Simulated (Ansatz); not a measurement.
Seebeck coefficient (μV/K, mean over directions) of n-type WS2 (P6_3/mmc) against carrier density, r2SCAN+D4 with spin-orbit coupling, rigid bands in Ansatz (a quantum-chemistry and plane-wave program). Computed gap 1.12 eV; densities at which minority carriers matter at this gap, or further valleys turn the trend, are left out. Conductivity mass 0.60 mₑ (harmonic mean over directions), N_c = 6.8e19 cm⁻³ at 300 K.

```tsv
electron density	300 K	500 K
1e16 cm⁻³	-980	-1060
1e17 cm⁻³	-781	-862
1e18 cm⁻³	-583	-663
3e18 cm⁻³	-489	-569
1e19 cm⁻³	?	-466
3e19 cm⁻³	-294	-372
1e20 cm⁻³	-200	?
3e20 cm⁻³	-131	-191
1e21 cm⁻³	-76	-113
```

### Question
What belongs in the gaps?

### Answer

- 1e19 cm⁻³, 300 K: -386
- 1e20 cm⁻³, 500 K: -273

Rigid bands with a gap fixed in temperature, one relaxation time for all states, no polarons or phonon drag, and whether or not such doping can be reached. Geometry: cell and atoms relaxed with r2SCAN+D4.
